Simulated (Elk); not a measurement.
A self-consistent single point of TaZn3 (Pm-3m, 4 atoms in the cell) with Elk.

Computed with LDA (PW92), all-electron FP-LAPW, Elk's shipped species files, APW+lo basis with extra local orbitals run with Elk.

```yaml
crystal:
  lattice:
    - [3.89079, 0.00000, 0.00000]
    - [0.00000, 3.89079, 0.00000]
    - [0.00000, 0.00000, 3.89079]
  atoms:
    - { symbol: Ta, position: [0.00000, 0.00000, 0.00000] }
    - { symbol: Zn, position: [0.00000, 0.50000, 0.50000] }
    - { symbol: Zn, position: [0.50000, 0.00000, 0.50000] }
    - { symbol: Zn, position: [0.50000, 0.50000, 0.00000] }
```

Reference input (self-consistent single point, DFT, LDA (PW92), all-electron FP-LAPW, Elk's shipped species files, APW+lo basis with extra local orbitals): rgkmax = 7.5; swidth = 0.00367493 Ha; ngridk = 5 5 5; tforce = true; gmaxvr = 18 1/bohr; lmaxapw = 10; lmaxo = 8; nxlo = 2; lorbcnd = true; lradstp = 2; nrmtscf = 2; lmaxi = 4. This run's input differs from it in these lines:

```diff
@@ -13,6 +13,6 @@
 lmaxapw
-  10
+  6
 
 lmaxo
-  8
+  6
```

Output (repeated stretches shortened):

```
│ Self-consistent loop started │
│ Loop number : 1 │
 total energy                :     -20992.9832469
│ Loop number : 2 │
 total energy                :     -20993.5655795
RMS change in Kohn-Sham potential (target) :   0.1153024341     (  0.1000000000E-05)
Absolute change in total energy (target)   :   0.5823325806     (  0.1000000000E-03)
│ Loop number : 3 │
 total energy                :     -20999.8072489
RMS change in Kohn-Sham potential (target) :   0.5416986431E-01 (  0.1000000000E-05)
Absolute change in total energy (target)   :    6.387252560     (  0.1000000000E-03)
│ Loop number : 4 │
   [... lines left out ...]
Absolute change in total energy (target)   :   0.2557859712E-02 (  0.1000000000E-03)
│ Loop number : 13 │
 total energy                :     -20997.2624726
RMS change in Kohn-Sham potential (target) :   0.2404116589E-05 (  0.1000000000E-05)
Absolute change in total energy (target)   :   0.7220856278E-03 (  0.1000000000E-03)
│ Loop number : 14 │
 total energy                :     -20997.2626750
RMS change in Kohn-Sham potential (target) :   0.4438156304E-06 (  0.1000000000E-05)
Absolute change in total energy (target)   :   0.2192257671E-04 (  0.1000000000E-03)
Convergence targets achieved

│ Loop number : 15 │

Energies :
 Fermi                       :     0.293511128123
 total energy                :     -20997.2628643

Density of states at Fermi energy :    60.60543776
 (states/Hartree/unit cell)

Estimated indirect band gap :   0.1442120774E-01
 from k-point      6 to k-point      1
Estimated direct band gap   :   0.3656220886E-01
 at k-point      2

Charges :
 core                        :    82.00000000
 valence                     :    81.00000000
 interstitial                :    4.149233468
 muffin-tins (core leakage)
  species :    1 (Ta)
   atom    1                 :    71.61004040     (  0.2116412787E-06)
  species :    2 (Zn)
   atom    1                 :    29.08024204     (  0.9872069735E-04)
   atom    2                 :    29.08024204     (  0.9872069735E-04)
   [... lines left out ...]
   total force               :     0.00000000   -0.00000000    0.00000000
   total magnitude           :     0.00000000
  atom :    3
   Hellmann-Feynman          :    -0.00000000   -0.00000000    0.00000000
   IBS                       :     0.00000000    0.00000000    0.00000000
   total force               :     0.00000000    0.00000000    0.00000000
   total magnitude           :     0.00000000
```

The run converged in 15 iterations. The count includes the last loop, which Elk runs after its targets are met. Against the reference run the free energy drops by 86.8 meV/atom.

The starting cell comes from a database of computed structures (which also holds hypothetical and non-ambient phases and stackings), without a prior relaxation at this level. Spin-orbit coupling is off. Spin polarisation is off. Values depend on the basis (sphere radii, cutoffs, local orbitals), which need not be converged. The log's line on a gap gives a spacing of levels on this mesh, which the program prints for metals too.
